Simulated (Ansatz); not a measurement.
Here is the system:

```
CELL_PARAMETERS angstrom
      0.00000     2.71691     2.71691
      2.71691     0.00000     2.71691
      2.71691     2.71691     0.00000
ATOMIC_POSITIONS crystal
  Si 0.25000 0.25000 0.25000
  Si 0.00000 0.00000 0.00000
```

Method: PBEsol, rigid bands (plane waves, PAW, scalar-relativistic; Ansatz, a first-principles code). Cell: cell and atoms relaxed with PBEsol.

### Question
What conductivity effective mass do dilute electrons have at 300 K?

### Answer
0.28 mₑ.

### Question
What conductivity effective mass do dilute holes have at 300 K?

### Answer
0.32 mₑ.

### Question
And the band gap?

### Answer
0.46 eV at this level; semilocal functionals usually fall short of the measured gap.

Rigid bands, one relaxation time for all states, no polarons. Spin-orbit coupling is left out; where it splits the top of the valence band it changes the hole mass and lowers the gap by about a third of the splitting.
